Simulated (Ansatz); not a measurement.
**The (100) surface of fcc Pt, one row in 3 of the top plane missing (bottom of the slab: a bare face, its two planes held)**

Calculation: PBE (plane waves to 420 eV, PAW; Ansatz, a first-principles code).

Model: 17-atom slab, 9.9 Å thick at the start (thin: gaps and levels are the slab's own), 13x5x1 mesh, Fermi-Dirac 0.1 eV, dipole correction, 6 atoms held, the rest relaxed; held to the start's symmetry, so lower structures may exist; no spin, no spin-orbit, no U. It is one candidate, not shown to be the stable structure of the face.

| Quantity | Value |
|---|---|
| work function of the top face | 5.50 eV |
| energy released by relaxation | 0.33 eV |
| cost | roughly 16 core-minutes |
